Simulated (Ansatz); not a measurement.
End structure of a constructed model of the (111) surface of fcc Ag, p(2x2) surface alloy, Mn on one Ag site of the top plane (bottom of the slab: a bare face, its two planes held):

```xyz
24
Lattice="5.8668 0.0000 0.0000 -2.9334 5.0808 0.0000 0.0000 0.0000 28.0000" Properties=species:S:1:pos:R:3 pbc="T T T"
Ag    -1.4667     4.2340     8.0168
Ag     0.0000     1.6936     8.0168
Ag     1.4667     4.2340     8.0168
Ag     2.9334     1.6936     8.0168
Ag     0.0000     3.3872    10.4119
Ag     1.4667     0.8468    10.4119
Ag     2.9334     3.3872    10.4119
Ag     4.4001     0.8468    10.4119
Ag     1.4662     2.5407    12.7881
Ag     2.9334    -0.0006    12.7881
Ag    -1.4662     2.5407    12.7881
Ag     0.0000     0.0000    12.7875
Ag     2.9334     1.6936    15.1723
Ag     1.4662     4.2337    15.1724
Ag     0.0000     1.6942    15.1724
Ag    -1.4662     4.2337    15.1724
Ag     4.4048     0.8441    17.5603
Ag     2.9334     3.3926    17.5603
Ag     1.4620     0.8441    17.5603
Ag     0.0000     3.3872    17.5553
Mn     0.0000     0.0000    19.8537
Ag    -1.4649     2.5414    19.9465
Ag     2.9334    -0.0021    19.9465
Ag     1.4649     2.5414    19.9465
```

Model: 24-atom slab, 12.0 Å thick at the start, 8x8x1 mesh, Fermi-Dirac 0.1 eV, dipole correction, 8 atoms held, the rest relaxed; symmetry of the start imposed; spin-polarised, ending with about 4.5 μB a cell; orders that need a larger cell were not tried, no spin-orbit, no U. It is one candidate, not shown to be the stable structure of the face.

Task: What is the computed work function of the top face (PBE run with Ansatz, a first-principles code)?

Result: 4.41 eV
